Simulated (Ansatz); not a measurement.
An Ansatz (a program for electronic structure) run: Al with a change (Al → Sc); Kohn–Sham DFT with the PBEsol functional, run in Ansatz with PAW and 420 eV plane waves, scalar-relativistic without spin-orbit coupling.

Input:

Ansatz 0.2 input:
```yaml
crystal:
  lattice:
    - [0, 2.2765630813, 2.2765630813]
    - [2.2765630813, 0, 2.2765630813]
    - [2.2765630813, 2.2765630813, 0]
  atoms:
    - { symbol: Sc, position: [0, 0, 0] }
basis: { ecutwfc: 420, ecutrho_ratio: 4, xc_grid: 2, fft_grid_basis: typed }
kpoints: { mp_grid: { grid: [18, 18, 18] } }
hamiltonian:
  xc: pbesol
  dispersion: none
  pseudopotentials: { kind: paw }
scf: { occupations: { method: fermi_dirac, width: 0.05 }, convergence: { dr2_threshold: 0.0000000001 } }
output: { forces: true, stress: true }
checkpoint: { write: state.ck, write_every: 1000 }
```

Output:

```
WARN ansatz: RAYON_NUM_THREADS=1 ignored (pool sized by the plan → 1); use --threads N
Pseudopotentials: kind: paw
Pseudopotential: Sc, paw, valence charge 11
Functional definition: PBEsol
Crystal: 1 atoms, lattice volume = 23.598 Å³
Basis set: ecut = 420 eV, 459 PW (Γ), exchange–correlation on 48×48×48 points (8 copies of the dense FFT grid, shifted against one another)
Bands: 10, of which v1, the nominal top of the filled ones, is band 6 counted from 1 (5 counted from 0)
Symmetry: 48 space group operations
Space group: Fm-3m (ITA 225), of the structure as read, at distance tolerance 2.9e-5 Å
k-points: 195 of 5832
PAW frozen core: Sc, regenerated for the run's functional, and the local potential with it
Initial density: superposition of atomic densities (neutral atoms: chi_scale 0, normalization atom), corrected by the library's trained network
Initial wavefunctions: pseudopotential atomic-orbital guess
Eigensolver: davidson
Functional: x = pbesol(κ = 0.804, μ = 0.12345679012345678), c = pbesol(β = 0.046)
SCF iter   1: F=—  HF=-2111.331119 eV  |F-HF|=—  |Δ(HF+E_count)|=         —  Δρ=3.50e-3  dr2=2.12e-3  ethr=1.77e-3  ⟨swp⟩=4.1  Hψ=10056  notcnv=0
all-band conjugate gradients solve this SCF's bands
preconditioner: auto → none
SCF iter   2: F=—  HF=-2111.330054 eV  |F-HF|=—  |Δ(HF+E_count)|=   1.06e-3  Δρ=1.42e-3  dr2=3.30e-4  ethr=1.93e-5  ⟨swp⟩=3.0  Hψ=5032  notcnv=0  defer=6
SCF iter   3: F=—  HF=-2111.329993 eV  |F-HF|=—  |Δ(HF+E_count)|=   6.08e-5  Δρ=2.35e-4  dr2=7.50e-6  ethr=3.00e-6  ⟨swp⟩=2.4  Hψ=2945  notcnv=0  defer=6
SCF iter   4: F=—  HF=-2111.329998 eV  |F-HF|=—  |Δ(HF+E_count)|=   5.01e-6  Δρ=6.63e-5  dr2=8.62e-7  ethr=6.82e-8  ⟨swp⟩=2.1  Hψ=2886  notcnv=0  defer=6
SCF iter   5: F=—  HF=-2111.329998 eV  |F-HF|=—  |Δ(HF+E_count)|=   9.02e-7  Δρ=7.39e-6  dr2=5.89e-9  ethr=7.84e-9  ⟨swp⟩=2.7  Hψ=3120  notcnv=0  defer=6
SCF iter   6: F=-2111.329998 eV  HF=-2111.329998 eV  |F-HF|=1.05e-11  |Δ(HF+E_count)|=  6.55e-10  Δρ=4.40e-7  dr2=2.09e-11  ethr=1.00e-12  ⟨swp⟩=3.0  Hψ=6912  notcnv=0
SCF 1 converged in 6 iterations: F = -2111.329998 eV  dr2 = 2.09e-11
SCF converged after 6 iterations
Free energy (F): -2111.329998 eV
Harris-Foulkes:  -2111.329998 eV  (|F-HF|=1.05e-11)
Internal energy: -2111.314617 eV  (E = F + TS)
E sigma→0 (E₀):  -2111.322307 eV
Entropy (-TS):   -0.015381 eV (-15.381 meV/atom)
Fermi energy:    9.716766 eV
--- Per-component energies (eV) ---
  E_band       = -161.918441
  E_kinetic    = 260.804618
  E_local      = -825.795368  (includes V_loc(G=0)·N_el)
  E_nonlocal   = 84.720116
  E_hartree    = 281.404836
  E_xc         = -103.142752
  E_vxc        = -128.289919  (∫ρ·V_xc dr)
  E_paw        = -932.184315  (= ΣΔE_a)
  E_vpaw       = -116.167701  (= ΣTr[D̂ρ^β])
  E_aug_tail   = 0.000010  (compensation charges beyond the density's cutoff)
  E_ewald      = -877.250785
  E_core_change = 0.129025  (= ΣΔE_core)
  E_smearing   = -0.015381  (= −TS)
  E_closure    = -0.000000  (closes the sum)
  Σ components = -2111.329998   (vs F -2111.329998, Δ=0.00e0)
  [band-id]    e_kinetic+e_local+e_nonlocal+2·e_hartree+e_vxc+e_vpaw+e_augmentation_tail = -161.918572   (vs E_band -161.918441, Δ=-1.31e-4)
--- Forces (eV/Å), atoms counted from 1 ---
  atom   1  Sc    -0.00000000    -0.00000000    -0.00000000
  max |Σ_I F_I| component: 5.96e-32 eV/Å
--- Stress (GPa, compression-positive) ---
       -0.005133       0.000000      -0.000000
        0.000000      -0.005133      -0.000000
        0.000000       0.000000      -0.005133
  P = ⅓ Tr σ = -0.0051 GPa (-0.051 kbar)
  The stress holds the Pulay correction. Without it, at fixed plane waves, as pw.x and ABINIT print it: P = -0.0174 GPa
  The stress includes an estimate of the error left by incomplete SCF convergence (largest component 0.0002 GPa).
--- Band table ---
  band table: none
```

No phonon test of stability was made. All final runs are without spin polarisation. The cell was made from Al by this change: Al → Sc; the result is a model cell. This is not the structure that Sc has at room temperature and ambient pressure.
